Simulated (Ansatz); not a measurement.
We consider LaH3 (within 0.1 Å of Fm-3m, No. 225, 4 atoms in the cell; start mp-973064), described by HSE06 (PAW; Ansatz, a quantum-chemistry and plane-wave program).

Numerical settings: plane-wave cutoff 460 eV, 10×10×10 k mesh, Fermi–Dirac smearing 0.01 eV, scalar-relativistic PAW data made under PBE.

Cell (relaxed with PBEsol):

```cif
data_H3La
_chemical_formula_sum 'La1 H3'
_space_group_name_H-M_alt 'P 1'
_space_group_IT_number 1
_cell_length_a 3.89417
_cell_length_b 3.89417
_cell_length_c 3.89417
_cell_angle_alpha 120.224
_cell_angle_beta 120.224
_cell_angle_gamma 89.612
loop_
_space_group_symop_operation_xyz
  'x, y, z'
loop_
_atom_site_label
_atom_site_type_symbol
_atom_site_fract_x
_atom_site_fract_y
_atom_site_fract_z
_atom_site_occupancy
La1 La 0.00000 0.00000 0.00000 1
H1 H 0.75000 0.25000 0.50000 1
H2 H 0.25000 0.75000 0.50000 1
H3 H 0.50000 0.50000 0.00000 1
```

### Question
Predict the band gap and smallest direct gap on the k points sampled.

### Answer

* **band gap**: 0.15 eV (on the SCF k mesh)
* **smallest direct gap on the k points sampled**: 0.34 eV

Note: cell and atoms aren't relaxed at this level (pressure 2.5 GPa).

Spin–orbit coupling is not included; it can close the smallest gap of 0.15 eV.

Static lattice: no zero-point or thermal effects.

The result took very roughly 5 core-minutes.

A start named mp-… is a Materials Project structure, which need not be a measured phase.
